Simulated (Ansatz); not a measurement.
Si vacancy (V_Si) in beta Si3N4: one set of geometries, relaxed with PBE, evaluated in Ansatz (PAW, plane waves to 420 eV, 500 eV under r2SCAN) with PBE, r2SCAN.

Details: 84-site cell; 2×2×2 shifted k-points; start: the Si(1,4-fold) site; charged states image-corrected; corrections pass 1 eV, so highly charged states may be off by several tenths; flagged in the runs: a host whose relaxation on this sampling wasn't shown to rest.

```json
[
 {"quantity": "host gap (eV)", "PBE": "4.25", "r2SCAN": "(withheld)"},
 {"quantity": "neutral formation energy against silicon (eV)", "PBE": "11.43", "r2SCAN": "(withheld)"},
 {"quantity": "largest moment on one atom at charge 0 (μB)", "PBE": "0.63", "r2SCAN": "(withheld)"},
 {"quantity": "largest moment on one atom at charge −2 (μB)", "PBE": "0.30", "r2SCAN": "(withheld)"}
]
```

Q: Given the lower rungs, what does r2SCAN give?

A: 
- host gap (eV), r2SCAN: 4.90
- neutral formation energy against silicon (eV), r2SCAN: 11.96
- largest moment on one atom at charge 0 (μB), r2SCAN: 0.63
- largest moment on one atom at charge −2 (μB), r2SCAN: 0.37

Ansatz is a program for electronic structure.
